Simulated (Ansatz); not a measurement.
Data:

```yaml
crystal:
  lattice:
    - [2.54466, 5.08932, 2.54466]
    - [2.54466, -5.08932, 2.54466]
    - [5.08932, 2.54466, -2.54466]
  atoms:
    - { symbol: Zr, position: [0.19238, 0.51351, 0.66618] }
    - { symbol: Zr, position: [0.00074, 0.99810, 0.99707] }
    - { symbol: Zr, position: [0.33154, 0.99817, 0.33543] }
    - { symbol: Zr, position: [0.66840, 0.99622, 0.66631] }
    - { symbol: Zr, position: [0.50129, 0.50087, 0.99680] }
    - { symbol: Zr, position: [0.83201, 0.50084, 0.33534] }
    - { symbol: O, position: [0.35491, 0.11995, 0.02864] }
    - { symbol: O, position: [0.71720, 0.12021, 0.30363] }
    - { symbol: O, position: [0.04604, 0.12881, 0.66608] }
    - { symbol: O, position: [0.88441, 0.63067, 0.98914] }
    - { symbol: O, position: [0.20717, 0.63091, 0.34312] }
    - { symbol: O, position: [0.31014, 0.88206, 0.66614] }
    - { symbol: O, position: [0.14792, 0.38794, 0.98689] }
    - { symbol: O, position: [0.46860, 0.38835, 0.34540] }
    - { symbol: O, position: [0.75455, 0.36854, 0.66618] }
    - { symbol: O, position: [0.62150, 0.86242, 0.97987] }
    - { symbol: O, position: [0.93479, 0.86252, 0.35239] }
```

Spin-polarised, with starting moments of sign Zr+ Zr0 Zr0 Zr+ Zr+ Zr+ O0 O0 O0 O0 O0 O0 O0 O0 O0 O0 O0.

Calculations: r2SCAN (Ansatz, a first-principles code; PAW; 500 eV plane waves; no spin-orbit coupling). Γ-centred 5×4×5 mesh, Fermi–Dirac width 0.01 eV.

Task: Predict the gap of the supercell, total moment of the cell and pressure.

Result: The gap of the supercell is 1.14 eV and the total moment of the cell is 0.0 μB. The pressure comes out as -0.3 GPa.

Other magnetic orders, which the real material may have, were not ruled out. The cell is small, so the values are those of an ordered compound at a high defect concentration; dilute-limit values will differ. Seeded moments were not kept for O vacancy. The cell was made from ZrO₂ in the fluorite structure (space group Fm-3m, No. 225) by this change: O vacancy. The defect cell is spin-polarised and ends with 0.0 μB. This is not the structure that ZrO2 has at room temperature and ambient pressure.
